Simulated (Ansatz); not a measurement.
## Ge under load (space group I4_1/amd): band-edge transport data

Consider the following.

```yaml
crystal:
  lattice:
    - [0.00000, 2.80700, 2.86148]
    - [2.80700, 0.00000, 2.86148]
    - [2.80700, 2.80700, 0.00000]
  atoms:
    - { symbol: Ge, position: [0.00000, 0.00000, 0.00000] }
    - { symbol: Ge, position: [0.25000, 0.25000, 0.25000] }
```

All values below come from r2SCAN with spin-orbit coupling, rigid bands (plane waves, PAW; Ansatz, a quantum-chemistry and plane-wave program). Condition of this run: biaxial stress in (001) of 1.4 GPa (compression positive) (the target of the relaxation). Geometry: cell and atoms relaxed with PBEsol, then loaded as said.

```json
{
 "band_gap": "0.32 eV",
 "electron conductivity mass (300 K, dilute)": "0.124 (x), 0.124 (y), 0.118 (z) mₑ",
 "effective density of states N_c (300 K)": "1.1e19 cm⁻³",
 "density_of_states_mass_electrons": "0.58 mₑ",
 "Seebeck coefficient, n-type 1e19 cm⁻³, 300 K": "-228 μV/K"
}
```

Rigid bands; masses and Seebeck coefficients take one relaxation time τ for all states and one kind of carrier; polarons and phonon drag are left out. Geometry: cell and atoms relaxed with PBEsol.
